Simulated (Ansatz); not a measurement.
The parent structure is HgTe in the zinc blende structure (space group F-43m, No. 216; a = 6.5098 Å).

Computed with PBEsol (Ansatz, a program for electronic structure; PAW; 420 eV plane waves; scalar-relativistic without spin-orbit coupling).

Base values:

- Lattice parameter a: 651.0 pm

Now apply this change: Tl takes the place of Hg on all its sites, then cell and atoms are relaxed.

What happens to the lattice parameter a?

The lattice parameter a rises by 52.4 pm, from 651.0 pm to 703.4 pm.

Whether these cells are dynamically stable was not tested. As relaxed here, TlTe is a hypothetical phase, not in the database extracts checked. The final runs are not spin-polarised. An odd electron count without spin: TlTe.
